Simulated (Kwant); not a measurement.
# Ge/Si0.2Ge0.8 stack with 1 barrier

Model system: Ge/Si0.2Ge0.8 stack with 1 barrier. One parabolic valley. Leads of mass 0.12 mₑ with the band edge at 0; grid 0.1 nm; bias swept from 0.0048 to 0.24 V, dropping linearly over the stack. Emitter Fermi level 0.011 eV, 77 K, equal in the collector.

```tsv
layer	thickness (nm)	band offset (eV)	mass (mₑ)
1	6.4	0.12	0.14
```

Constants are typed, rounded textbook-type inputs, not results; the design itself was drawn at random and stands for no fabricated device.

Model: one-band effective-mass tight-binding model in one dimension, coherent, no space charge, current by the Tsu-Esaki formula (Kwant).

```tsv
bias (V)	J (A/cm²)
0.004800	57.8
0.01291	141
0.02102	209
0.02913	270
0.03724	334
0.04535	404
0.05346	484
0.06157	577
0.06968	685
0.07779	811
0.08590	958
0.09401	1130
0.1021	1340
0.1102	1580
0.1183	1860
0.1265	2200
0.1346	2600
0.1427	3080
0.1508	3650
0.1589	4330
0.1670	5130
0.1751	6090
0.1832	7230
0.1913	8570
0.1994	10200
0.2076	12000
0.2157	14200
0.2238	16600
0.2319	19400
0.2400	22500
```
